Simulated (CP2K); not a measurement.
Band structure of Te₂Mo (P2_1/c, 12 atoms in the cell).

```xyz
12
Lattice="7.1691 0.0000 0.0000 0.0000 7.2541 0.0000 -1.1871 0.0000 7.3054" Properties=species:S:1:pos:R:3 pbc="T T T"
Mo     1.7271     0.2865     1.5217
Mo     4.8484     3.9136     2.1310
Mo     4.2548     6.9676     5.7837
Mo     1.1335     3.3405     5.1744
Te     0.0926     2.4062     2.5182
Te     6.4829     6.0332     1.1345
Te     5.8893     4.8479     4.7872
Te    -0.5009     1.2209     6.1709
Te     2.6543     5.4906     3.5007
Te     3.9212     1.8636     0.1520
Te     3.3276     1.7635     3.8047
Te     2.0608     5.3905     7.1534
```

Method: LDA (Pade form), GPW, DZVP-MOLOPT-SR-GTH basis, GTH-PADE potentials (GTH_POTENTIALS) (CP2K).

Settings: CUTOFF = 500 Ry; REL_CUTOFF = 50 Ry; SMEAR/METHOD = MARZARI_VANDERBILT; SIGMA = 0.05 eV; KPOINTS/SCHEME = MONKHORST-PACK 3 3 3; XC_FUNCTIONAL = PADE; Mo/BASIS_SET = DZVP-MOLOPT-SR-GTH; Mo/POTENTIAL = GTH-PADE-q14; Te/BASIS_SET = DZVP-MOLOPT-SR-GTH; Te/POTENTIAL = GTH-PADE-q6; METHOD = GPW; EPS_DEFAULT = 1e-10; EXTRAPOLATION = USE_GUESS; NGRIDS = 5.

The starting cell was generated: these elements placed on a structure prototype, without a prior relaxation; it need not be a known phase or ordering of this composition. Spin-orbit coupling is off. Spin polarisation is off. Values carry the incompleteness of an atom-centred basis.

Levels in eV from the Fermi level, bands 49 to 54:
| point | 49 | 50 | 51 | 52 | 53 | 54 |
|---|---|---|---|---|---|---|
| Γ | -0.34 | -0.29 | -0.21 | -0.07 | 0.02 | 0.42 |
| Y | -0.45 | -0.45 | 0.03 | 0.03 | 0.19 | 0.19 |
| H | -0.54 | -0.52 | -0.01 | 0.04 | 0.10 | 0.18 |
| C | -0.54 | -0.54 | 0.07 | 0.07 | 0.11 | 0.11 |
| E | -0.30 | -0.30 | -0.22 | -0.22 | 0.04 | 0.04 |
| M1 | -0.29 | -0.29 | -0.20 | -0.20 | 0.04 | 0.04 |
| A | -0.28 | -0.28 | -0.08 | -0.08 | 0.28 | 0.28 |
| X | -0.41 | -0.32 | -0.18 | -0.06 | 0.11 | 0.13 |
| D | -0.36 | -0.36 | -0.34 | -0.34 | 0.20 | 0.20 |

Bands cross the Fermi level along this path, so the cell is metallic at this level.

Higher empty bands are left out: an atom-centred basis made for the valence describes them poorly.
